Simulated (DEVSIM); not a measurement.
System: abrupt Si p-n junction, at 300 K.

```
layer (left to right)  material  thickness (μm)  Nd (cm⁻³)  Na (cm⁻³)  τn (s)  τp (s)
---------------------  --------  --------------  ---------  ---------  ------  ------
1                            Si           0.280          -     1.2e15  1.6e-6  1.6e-6
2                            Si             170     3.3e15          -  1.6e-6  1.6e-6
```

Left contact: ohmic. Right contact: ohmic. Voltage is applied to the left contact. Recombination: SRH at mid-gap, Auger. Mobility is constant in doping. Where it depends on doping, it is μmin + (μ − μmin)/(1 + (N/Nref)^α).

This is a model device: material constants are rounded textbook-type values typed into the input, and sizes, dopings and lifetimes were drawn at random. Values at 300 K; Nc and Nv go as T^1.5, mobilities as T to minus their exponent, the gap by Varshni's rule with the affinity fixed. The table also holds parameters that only a changed run uses.

```csv
parameter,Si
gap (eV),1.124
affinity (eV),4.05
permittivity,11.7
Nc (cm⁻³),2.86e19
Nv (cm⁻³),3.1e19
μn (cm²/Vs),1417
μp (cm²/Vs),470
"μn,min",52
"μp,min",45
"Nref,n",9.7e16
"Nref,p",2.2e17
αn,0.68
αp,0.72
T exponent of μn,2.3
T exponent of μp,2.2
Cn (cm⁶/s),2.8e-31
Cp (cm⁶/s),9.9e-32
Varshni α (eV/K),0.000473
Varshni β (K),636
```

Model (solved in DEVSIM): 1D drift-diffusion, Boltzmann statistics, complete ionisation; no tunnelling, impact ionisation, image-force lowering or self-heating.

Base results: largest field in the device at zero bias (V/cm) 16000; dark forward voltage at 1 A/cm² (V) 0.446; potential step across the device at zero bias (V) 0.627.

### Question
What follows from this one change: temperature 300 → 400 K?

### Answer
largest field in the device at zero bias 16000 → 11000 V/cm; dark forward voltage at 1 A/cm² 0.446 → 0.191 V; potential step across the device at zero bias 0.627 → 0.404 V.

### Question
What follows from this one change: thickness of layer 1 0.28 → 1.4 μm?

### Answer
largest field in the device at zero bias 16000 → 13000 V/cm; dark forward voltage at 1 A/cm² 0.446 → 0.520 V; potential step across the device at zero bias little changed (0.627 V).

### Question
What follows from this one change: doping Nd of layer 2 3.3e+15 → 9.9e+14 cm^-3?

### Answer
largest field in the device at zero bias 16000 → 10000 V/cm; dark forward voltage at 1 A/cm² 0.446 → 0.514 V; potential step across the device at zero bias 0.627 → 0.596 V.
